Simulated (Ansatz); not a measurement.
The starting structures come from a database of crystals and need not be the phases stable at ambient conditions.

Tunnelling through a barrier is set by its complex band structure: the current falls as exp(−2κd) with the smallest κ.

Data:

```
CELL_PARAMETERS angstrom
      6.56286     0.00000     0.00000
      2.50969     6.87802     0.00000
      0.00000     0.00000     3.57552
ATOMIC_POSITIONS crystal
  Na 0.63522 0.78495 0.72635
  Na 0.36478 0.21505 0.22635
  V  0.13856 0.78523 0.25619
  V  0.86144 0.21477 0.75619
  O  0.28521 0.55670 0.26289
  O  0.71479 0.44330 0.76289
  O  0.09484 0.85988 0.73936
  O  0.90516 0.14012 0.23936
  F  0.62101 0.11741 0.72829
  F  0.37899 0.88259 0.22829
  F  0.86344 0.75669 0.22782
  F  0.13656 0.24331 0.72782
```

Space group of this cell: P2_1. The cell is taken as given; by r2SCAN its mean pressure is -7.1 GPa.

Transport runs along the normal of the first two printed cell vectors.

The gap is the functional's own, uncorrected, and κ follows it; spin-orbit coupling is left out. Mid-gap values are interpolated between the computed energies.

Question: Compute, with r2SCAN in Ansatz (a quantum-chemistry and plane-wave program), the band gap and the smallest decay constant κ at mid-gap.

Answer: Gap 2.31 eV on a 6×6×8 mesh; κ = 0.320 1/Å, at the zone centre.
